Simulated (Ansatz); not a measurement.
A constructed model of the (111) surface of fcc Cu, a layer of Ni in place of the second plane (bottom of the slab: a bare face, its two planes held)

Level of theory: PBE (plane waves to 420 eV, PAW; Ansatz, a quantum-chemistry and plane-wave program).

Slab: 6 atoms, 10.4 Å thick at the start with caps and adatoms (thin: gaps and levels are the slab's own); k 17x17x1, smearing 0.1 eV, dipole-corrected; 2 atoms held, the rest relaxed; start symmetry kept, larger cells not searched; spin-polarised, no spin-orbit, no U. The starting moment vanished. In PBE it lies 0.04 eV a 1x1 cell over the lowest computed structure of the same composition (a layer of Ni in place of the third plane).

```
Item                                                  Result
-----------------------------  -----------------------------
work function of the top face                        4.83 eV
energy released by relaxation                       0.002 eV
magnetic moment of the cell                          0.00 μB
cost                           very roughly 2.6 core-minutes
```
